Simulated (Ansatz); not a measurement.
Input:

```
BP
1.0
    0.00000     2.26884     2.26487
    2.26884     0.00000     2.26487
    2.26884     2.26884     0.00000
P B
1 1
Direct
  0.25000   0.25000   0.25000
  0.00000   0.00000   0.00000
```

No spin polarisation.

Method: r2SCAN (Ansatz, a first-principles code), no SOC. Settings: 12×12×12 k-points, 0.05 eV Fermi–Dirac smearing.

### Question
Predict the band gap, smallest direct gap and space group.

### Answer
- Band gap: 1.38 eV
- Smallest direct gap: 3.58 eV
- Space group: I-4m2 (No. 119)

Load acts through the strain it causes; cell and atoms are relaxed under it. Beyond what the load breaks, stability against distortions was not tested. The cell was made from BP in the zinc blende structure (space group F-43m, No. 216) by this change: uniaxial stress, 0.5 GPa compression along z.
